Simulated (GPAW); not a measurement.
# What a tighter setting buys: kpts, Ru (P6_3/mmc, 4 atoms in the cell)

```
Ru
1.0
    2.66943     0.00000     0.00000
   -1.33471     2.31179     0.00000
    0.00000     0.00000     8.58890
Ru
4
Direct
  0.00000   0.00000   0.00000
  0.00000   0.00000   0.50000
  0.33333   0.66667   0.25000
  0.66667   0.33333   0.75000
```

Method: PBE, GPAW PAW datasets PBE (gpaw-data 1.0.1) (plane waves; GPAW).

Base settings: mode = pw; ecut = 550 eV; xc = PBE; kpts = 11 11 3; mesh shift (steps) = 0 0 0; occupations.name = methfessel-paxton; occupations.width = 0.1 eV; occupations.order = 1; nbands = -8; convergence.density = 1e-05 e/electron.

Misses are taken against the tightest run, 22 22 6, which need not be fully converged itself. The energy is the free energy per atom.

The count of work is k-points × plane waves × bands × iterations; it is no time, and leaves out set-up, grids and terms that scale otherwise. Core times come from one kind of shared machine and are given to one figure; runs under 30 s give none.

The starting cell was generated: these elements placed on a structure prototype, without a prior relaxation; it need not be a known phase or ordering of this composition. Its lattice was rescaled by a random factor within 2.5 % of one. Spin polarisation is off. In the base run, with a pressure of about 13 GPa the cell is away from its equilibrium volume at this level.

The runs (kpts): 1 1 1 | 3 3 1 | 4 4 1 | 4 4 2 | 5 5 2 | 7 7 2 | 8 8 2 | 10 10 3 | 11 11 3 | 13 13 4 | 16 16 5 | 19 19 5 | 22 22 6.

Which is the coarsest setting among those run that, with all tighter ones, holds the energy within 10 meV/atom of the reference, and what does it save?

11 11 3, off by 4.0 meV/atom; it needs 0.17 of the reference's count of work and about 0.2 of the reference's time. The coarser 7 7 2 also lies inside, but a setting between leaves the range again, so that is luck.

Which is the coarsest setting among those run that, with all tighter ones, holds the energy within 5 meV/atom of the reference, and what does it save?

16 16 5, off by 2.6 meV/atom; its saving against the reference is no more than about a factor of 2 in the count of work. The coarser 7 7 2 also lies inside, but a setting between leaves the range again, so that is luck.

What does the step from 8 8 2 to 16 16 5 buy?

It takes the miss in the energy from 28 to 2.6 meV/atom, for 4.0 times the count of work and roughly 4 times the time.

```csv
kpts,energy less reference (meV/atom),pressure less reference (GPa),count of work / reference,core time / reference (rough)
1 1 1,-216.38,56.96,0.0080,–
3 3 1,588.33,11.28,0.017,–
4 4 1,-137.79,-2.72,0.022,–
4 4 2,-21.50,0.07,0.049,–
5 5 2,-73.62,-1.71,0.073,0.10
7 7 2,1.51,0.18,0.11,0.1
8 8 2,-27.61,-0.31,0.12,0.1
10 10 3,20.33,0.30,0.14,0.2
11 11 3,4.03,0.14,0.17,0.2
13 13 4,7.09,0.05,0.34,0.3
16 16 5,2.61,0.02,0.49,0.5
19 19 5,1.41,-0.02,0.69,0.7
22 22 6,0.00,0.00,1.0,1
```
